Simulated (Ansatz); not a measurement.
## CdS (model structure, started from the BeO type, P4₂/mnm, No. 136, 8 atoms in the cell): properties by level of theory

| level (code) | lattice parameter a (Å) | c axis length (Å) | cohesive energy (eV/atom) |
|---|---|---|---|
| PBE (Ansatz) | … | … | 2.53 |
| PBEsol (Ansatz) | 7.082 | 4.144 | 2.89 |
| PBE-D3(BJ) (Ansatz) | 7.090 | … | 2.81 |
| r²SCAN (Ansatz) | 7.129 | 4.197 | … |
| r²SCAN+rVV10 (Ansatz) | … | 4.197 | 2.94 |

Question: Fill in the missing entries.

Answer: 
- PBE (Ansatz, a first-principles code), lattice parameter a (Å): 7.213
- PBE (Ansatz), c axis length (Å): 4.207
- PBE-D3(BJ) (Ansatz), c axis length (Å): 4.192
- r²SCAN (Ansatz), cohesive energy (eV/atom): 2.78
- r²SCAN+rVV10 (Ansatz), lattice parameter a (Å): 7.076

Ansatz's density-functional and Hartree–Fock values are scalar-relativistic unless marked +SOC, with PAW data made under PBE.

Free atoms are spin-polarised, in the lowest state found; at levels without +SOC their spin–orbit coupling is left out.

The computed numbers hold no vibrational or temperature effects.

A model structure was made by putting elements into a prototype or built by hand; it is no filed structure, need not be a known phase, and can be a saddle point held by its symmetry.
